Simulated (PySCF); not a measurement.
PySCF 2.14.0, TPSSH/def2-svp, df: V(O)(OMe)(OSiH3)2 (C[O][V](=[O])([O][SiH3])[O][SiH3]), 17 atoms. The geometry is a generated start, not checked to be a minimum at this level.

| Property | Value |
|---|---|
| task | energy |
| method | tpssh |
| basis | def2-svp |
| two-electron scheme | density fitting |
| mol.max_memory | 3000 MB |
| mf.max_cycle | 100 |
| mf.conv_tol | 1e-09 (default) |
| mf.grids.level | 3 (default) |
| basis functions | 182 |
| grid points | 217984 |

```xyz
17

V     -0.0449     0.3368    -0.0672
O      0.1959     1.8272    -0.2695
O     -1.5409    -0.0243    -0.5437
C     -2.7287     0.4198    -1.0738
H     -3.0138    -0.2056    -1.9323
H     -3.5208     0.3652    -0.3128
H     -2.6097     1.4662    -1.4017
O      0.1624    -0.0253     1.5375
Si     0.4603     0.0648     3.1236
H      0.0924     1.4167     3.5748
H      1.8905    -0.2284     3.3021
H     -0.3854    -0.9663     3.7490
O      1.0857    -0.4935    -0.9495
Si     2.2625    -0.8987    -1.9810
H      3.4979    -0.9999    -1.1903
H      2.3272     0.1451    -3.0168
H      1.8696    -2.1997    -2.5485
```

Charge 0 and multiplicity 1 are set for this test and not shown to be the ground state.

With the defaults (mf.DIIS = CDIIS, mf.diis_space = 8, mf.diis = true, mf.init_guess = minao, mf.level_shift = 0, mf.diis_damp = 0, newton = off) it converges in 15 Fock builds. One run each on 2 threads, 1 BLAS thread, with these changes:
- mf.diis_damp = 0.3
- mf.init_guess = 1e
- newton = Hessian by the SCF's own integrals
- mf.diis = false
- mf.level_shift = 1 Hartree
- mf.level_shift = 0.3 Hartree
- mf.diis_space = 3
- mf.init_guess = atom
- mf.DIIS = EDIIS

### Question
Which of these changes keep the SCF from converging, or lead it to another solution?

### Answer
No convergence: mf.DIIS = EDIIS; mf.diis_space = 3; mf.diis = false (the run ends without SCF convergence in 100 cycles). The rest reach the solution of the defaults.

```json
[
 {"setting": "mf.diis_damp = 0.3", "Fock builds": "14", "end": "same solution"},
 {"setting": "the defaults", "Fock builds": "15", "end": "same solution"},
 {"setting": "mf.init_guess = atom", "Fock builds": "16", "end": "same solution"},
 {"setting": "mf.level_shift = 0.3 Hartree", "Fock builds": "19", "end": "same solution"},
 {"setting": "newton = Hessian by the SCF's own integrals", "Fock builds": "38", "end": "same solution"},
 {"setting": "mf.level_shift = 1 Hartree", "Fock builds": "39", "end": "same solution"},
 {"setting": "mf.init_guess = 1e", "Fock builds": "41", "end": "same solution"},
 {"setting": "mf.DIIS = EDIIS", "Fock builds": "101", "end": "no convergence"},
 {"setting": "mf.diis_space = 3", "Fock builds": "101", "end": "no convergence"},
 {"setting": "mf.diis = false", "Fock builds": "101", "end": "no convergence"}
]
```

Under newton the count holds the products with the orbital Hessian.
